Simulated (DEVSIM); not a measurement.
Device: GaAs n-i-p diode, at 400 K.

Layer 1 from the left is GaAs, thickness (μm) 0.380, Nd (cm⁻³) 2.4e17, τn (s) 2.2e-8, τp (s) 2.2e-8. Layer 2 from the left is GaAs, thickness (μm) 49.0, Na (cm⁻³) 3.4e13, τn (s) 2.2e-8, τp (s) 2.2e-8. Layer 3 from the left is GaAs, thickness (μm) 0.270, Na (cm⁻³) 1.3e17, τn (s) 2.2e-8, τp (s) 2.2e-8.

Left contact: ohmic. Right contact: ohmic. Voltage is applied to the left contact. Recombination: SRH at mid-gap, radiative, Auger. Mobility is μmin + (μ − μmin)/(1 + (N/Nref)^α).

Constants are typed, rounded textbook-type inputs, not results; the design itself was drawn at random and stands for no fabricated device. Values at 300 K; Nc and Nv go as T^1.5, mobilities as T to minus their exponent, the gap by Varshni's rule with the affinity fixed.

GaAs: gap (eV) 1.424, affinity (eV) 4.07, permittivity 12.9, Nc (cm⁻³) 4.7e17, Nv (cm⁻³) 9e18, μn (cm²/Vs) 8500, μp (cm²/Vs) 400, μn,min 500, μp,min 20, Nref,n 6e16, Nref,p 1.5e17, αn 0.39, αp 0.38, T exponent of μn 2.1, T exponent of μp 2.2, B (cm³/s) 2e-10, Cn (cm⁶/s) 1e-30, Cp (cm⁶/s) 1e-30, Varshni α (eV/K) 0.000541, Varshni β (K) 204.

Model (solved in DEVSIM): 1D drift-diffusion, Boltzmann statistics, complete ionisation; no tunnelling, impact ionisation, image-force lowering or self-heating.

**Question.** What does the simulation give for the potential step across the device at zero bias, the dark forward voltage at 1 A/cm²?

**Answer.** potential step across the device at zero bias 1.178 V; dark forward voltage at 1 A/cm² 1.086 V.
